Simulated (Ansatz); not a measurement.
Worked example: zone-centre phonon calculation of HgTe (Cmcm, 4 atoms in the cell) in Ansatz (a quantum-chemistry and plane-wave program).

Computed with LDA (PW92), default PAW files made with PBE (plane waves; Ansatz).

```yaml
crystal:
  lattice:
    - [2.98354, -3.45653, 0.00000]
    - [2.98354, 3.45653, 0.00000]
    - [0.00000, 0.00000, 5.78077]
  atoms:
    - { symbol: Hg, position: [0.34305, 0.65695, 0.75000] }
    - { symbol: Hg, position: [0.65695, 0.34305, 0.25000] }
    - { symbol: Te, position: [0.78481, 0.21519, 0.75000] }
    - { symbol: Te, position: [0.21519, 0.78481, 0.25000] }
```

Reference input (self-consistent single point, DFT, LDA (PW92), plane waves, default PAW files made with PBE): basis.ecutwfc = 420 eV; kpoints.mp_grid.grid = 7 7 6; hamiltonian.xc = lda; hamiltonian.pseudopotentials = {kind: paw} (the program's default PAW files); scf.occupations.method = gaussian; scf.occupations.width = 0.1 eV. This run's input differs from it in these lines:

```diff
@@ -20,6 +20,5 @@
   occupations: { method: gaussian, width: 0.1 eV }
-output:
-  forces: true
-  eigenvalues: true
-  stress: true
+  convergence: { dr2_threshold: 1.0e-07 eV }
+phonons:
+  method: dfpt
```

Output, abridged:

```
SCF iter   1: F=—  HF=-40699.217216 eV  |F-HF|=—  |Δ(HF+E_count)|=         —  Δρ=4.75e-3  dr2=1.51e-2  ethr=1.77e-3  ⟨swp⟩=7.2  Hψ=11045  notcnv=0  defer=42
all-band conjugate gradients solve this SCF's bands
preconditioner: auto → LDOS
SCF iter   2: F=—  HF=-40699.214861 eV  |F-HF|=—  |Δ(HF+E_count)|=   2.36e-3  Δρ=2.73e-3  dr2=8.02e-3  ethr=2.10e-5  ⟨swp⟩=2.0  Hψ=5575  notcnv=0  defer=69
SCF iter   3: F=—  HF=-40699.211239 eV  |F-HF|=—  |Δ(HF+E_count)|=   3.62e-3  Δρ=7.27e-4  dr2=5.19e-4  ethr=1.11e-5  ⟨swp⟩=2.0  Hψ=4850  notcnv=0  defer=69
SCF iter   4: F=—  HF=-40699.211064 eV  |F-HF|=—  |Δ(HF+E_count)|=   1.75e-4  Δρ=1.04e-4  dr2=1.54e-5  ethr=7.21e-7  ⟨swp⟩=2.0  Hψ=4615  notcnv=0  defer=69
SCF iter   5: F=—  HF=-40699.211061 eV  |F-HF|=—  |Δ(HF+E_count)|=   3.16e-6  Δρ=1.35e-5  dr2=2.60e-7  ethr=2.14e-8  ⟨swp⟩=2.0  Hψ=4473  notcnv=0  defer=69
SCF iter   6: F=-40699.211061 eV  HF=-40699.211061 eV  |F-HF|=3.47e-8  |Δ(HF+E_count)|=   3.05e-8  Δρ=6.14e-6  dr2=5.06e-8  ethr=1.39e-10  ⟨swp⟩=14.6  Hψ=20936  notcnv=0
SCF 1 converged in 6 iterations: F = -40699.211061 eV  dr2 = 5.06e-8
DFPT response loops at Γ: preconditioner auto → Kerker (q_TF=auto, 2.508 Å⁻¹) (partly filled bands, converged f_vac=0.023) …
Free energy (F): -40699.211061 eV
Internal energy: -40699.205577 eV  (E = F + TS)
E sigma→0 (E₀):  -40699.208319 eV
Entropy (-TS):   -0.005484 eV (-1.371 meV/atom)
Fermi energy:    9.932749 eV
--- Phonons (Γ-DFPT): 6 representative perturbations + reference, on 64 of 294 k-points (Σ response iterations 27) ---
  k mesh reduced under 4 symmetry operations, with k and −k counted as one. Each operation leaves every solved displacement unchanged or reverses it
  ASR residual: 2.561e-3 → 0.000e0 eV/Å²; symmetrization residual: 1.520e-6 eV/Å²
  ASR residual per site (eV/Å²): 2.56e-3 2.56e-3 8.46e-4 8.46e-4
  Γ frequencies (cm⁻¹): 0.00 0.00 0.00 31.90 32.28 40.20 47.15 64.20 68.15 79.98 104.89 109.95
  non-analytic LO–TO correction: not included (Born effective charges unavailable; polar crystals: no LO–TO splitting at Γ)
```

The run converged in 6 iterations. 

Summary of the result:
- Free energy E − TS (on the zero of these files) = -40699.2111 eV
- Fermi level (on the code's own zero) = 9.93 eV
- Zone-centre frequencies (cm⁻¹; negative means imaginary) = 0, 0, 0, 32, 32, 40, 47, 64, 68, 80, 105, 110

The starting cell comes from a database of computed structures (which also holds hypothetical and non-ambient phases and stackings), without a prior relaxation at this level. Its lattice was rescaled by up to half a per cent. Spin-orbit coupling is off.

Cost on one core of a shared machine: roughly 5 min.

Keys are those of Ansatz 0.2.
